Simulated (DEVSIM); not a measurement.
Device: In0.49Ga0.51P/GaAs n-p heterojunction, at 350 K.

```
layer (left to right)       material  thickness (μm)  Nd (cm⁻³)  Na (cm⁻³)  τn (s)  τp (s)
---------------------  -------------  --------------  ---------  ---------  ------  ------
1                      In0.49Ga0.51P           0.240     1.6e16          -   4e-10   4e-10
2                               GaAs           0.330          -       3e17   4e-10   4e-10
```

Left contact: ohmic. Right contact: ohmic. Voltage is applied to the left contact. Recombination: SRH at mid-gap, radiative. Mobility is μmin + (μ − μmin)/(1 + (N/Nref)^α).

Constants are typed, rounded textbook-type inputs, not results; the design itself was drawn at random and stands for no fabricated device. Values at 300 K; Nc and Nv go as T^1.5, mobilities as T to minus their exponent, the gap by Varshni's rule with the affinity fixed.

| parameter | In0.49Ga0.51P | GaAs |
|---|---|---|
| gap (eV) | 1.89 | 1.424 |
| affinity (eV) | 4 | 4.07 |
| permittivity | 11.8 | 12.9 |
| Nc (cm⁻³) | 9e17 | 4.7e17 |
| Nv (cm⁻³) | 1.3e19 | 9e18 |
| μn (cm²/Vs) | 1500 | 8500 |
| μp (cm²/Vs) | 80 | 400 |
| μn,min | 400 | 500 |
| μp,min | 15 | 20 |
| Nref,n | 2e16 | 6e16 |
| Nref,p | 1.5e17 | 1.5e17 |
| αn | 0.7 | 0.39 |
| αp | 0.8 | 0.38 |
| T exponent of μn | 1.66 | 2.1 |
| T exponent of μp | 2 | 2.2 |
| B (cm³/s) | 1e-10 | 2e-10 |
| Varshni α (eV/K) | 0.0005 | 0.000541 |
| Varshni β (K) | 250 | 204 |

Model (solved in DEVSIM): 1D drift-diffusion, Boltzmann statistics, complete ionisation; no tunnelling, impact ionisation, image-force lowering or self-heating. Band offsets follow the typed affinities; no thermionic-emission limit at abrupt steps, no polarisation charge.

The doping Nd of layer 1 was swept, all else fixed.

| doping Nd of layer 1 (cm^-3) | dark forward voltage at 100 A/cm² (V) | largest field in the device at zero bias (V/cm) | potential step across the device at zero bias (V) | dark forward voltage at 1 A/cm² (V) |
|---|---|---|---|---|
| 4.8e14 | 1.128 | 46000 | 1.127 | 0.943 |
| 1.6e15 | 1.101 | 49000 | 1.163 | 0.938 |
| 4.8e15 | (withheld) | (withheld) | 1.197 | (withheld) |
| 1.6e16 | 1.071 | 77000 | 1.233 | 0.925 |
| 4.8e16 | 1.063 | 120000 | 1.266 | 0.921 |
| 1.6e17 | 1.059 | 200000 | 1.302 | 0.918 |
| 4.8e17 | 1.057 | 280000 | 1.335 | 0.913 |

Task: What belongs in the gaps?

Result: 
- 4.8e15, dark forward voltage at 100 A/cm² (V): 1.084
- 4.8e15, largest field in the device at zero bias (V/cm): 56000
- 4.8e15, dark forward voltage at 1 A/cm² (V): 0.932
